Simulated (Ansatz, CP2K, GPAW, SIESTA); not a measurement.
**MgH₂ (P4_2/mnm, 6 atoms in the cell) computed with different codes at matched settings**

Band-structure calculation.

```
MgH2
1.0
    4.45878     0.00000     0.00000
    0.00000     4.45878     0.00000
    0.00000     0.00000     2.98057
Mg H
2 4
Cartesian
  2.22939   2.22939   1.49029
  0.00000   0.00000   0.00000
  3.10140   3.10140   0.00000
  1.35739   1.35739   0.00000
  3.58678   0.87200   1.49029
  0.87200   3.58678   1.49029
```

Shared settings, as Ansatz (a quantum-chemistry and plane-wave program) writes them: kpoints.mp_grid.grid = 8 8 11; scf.occupations.method = fermi_dirac; scf.occupations.width = 0.01 eV. Potentials and cutoffs stand in the table.

| code | model | gap along the path (eV) | smallest direct gap (eV) | cutoff |
|---|---|---|---|---|
| Ansatz | PBE, PAW files | 3.82 | 4.67 | 420 eV |
| SIESTA | GGA PBE, numerical atomic orbitals TZP, PseudoDojo PBE standard norm-conserving potentials (rewritten from UPF to PSML) | 3.81 | 4.65 | grid 300 Ry |
| CP2K | PBE, GPW, DZVP-MOLOPT-SR-GTH basis, GTH-PBE potentials (GTH_POTENTIALS) | 3.22 | 4.23 | grid 1000 Ry |
| GPAW | PBE, GPAW PAW datasets PBE (gpaw-data 1.0.1) | 3.82 | 4.70 | 850 eV |

The spread over the programs that give each value: gap along the path within 0.60 eV; smallest direct gap within 0.47 eV.

SIESTA and CP2K use small atom-centred bases, whose incompleteness enters pressures, forces and empty levels differently from a plane-wave cutoff.

In the gap along the path, CP2K stands apart from the plane-wave programs.

The starting cell comes from a database of computed structures (which also holds hypothetical and non-ambient phases and stackings), without a prior relaxation at this level. Its lattice was rescaled by a random factor within 2.5 % of one.

Left out of this page: Quantum ESPRESSO and FLEUR (not drawn, or without a comparable value).

Keys are those of Ansatz 0.2.
